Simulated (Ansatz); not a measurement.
## Rb2InAgF6, response to strain

Base system: Rb2InAgF6 (space group Fm-3m, No. 225; a = 8.9166 Å; a cell from a computed database, its experimental status unchecked). Axes: x, y, z lie along the cube axes.

Strains are applied to the cell and any free atomic positions relax; under biaxial strain the out-of-plane vector relaxes too.

Computed with r2SCAN in Ansatz (plane waves to 500 eV, PAW, scalar-relativistic without spin-orbit coupling).

| case | electron mass | shortest interatomic distance | band gap |
|---|---|---|---|
| base | 0.47 mₑ (at Γ) | 2.073 Å | 2.35 eV |
| biaxial strain +1.13 %, plane normal [001], relaxed out of plane | 0.47 mₑ (at Γ) | 2.071 Å | 2.31 eV |
| biaxial strain −0.60 %, plane normal [111], relaxed out of plane | 0.47 mₑ (at Γ) | 2.072 Å | 2.34 eV |
| biaxial strain +1.88 %, plane normal [111], relaxed out of plane | 0.47 mₑ (at Γ) | 2.077 Å | 2.40 eV |
| isotropic strain −2.65 % | 0.46 mₑ (at Γ) | 2.044 Å | 2.17 eV |
| isotropic strain +3.15 % | 0.48 mₑ (at Γ) | 2.100 Å | 2.61 eV |
| isotropic strain +3.71 % | 0.49 mₑ (at Γ) | 2.104 Å | 2.66 eV |
| uniaxial strain ε_zz = +1.18 % | 0.47 mₑ (at Γ) | 2.075 Å | 2.33 eV |

Masses are band curvatures over ±0.01 Å⁻¹ around the edge. Stability against distortions was not tested.

Ansatz is a quantum-chemistry and plane-wave program.
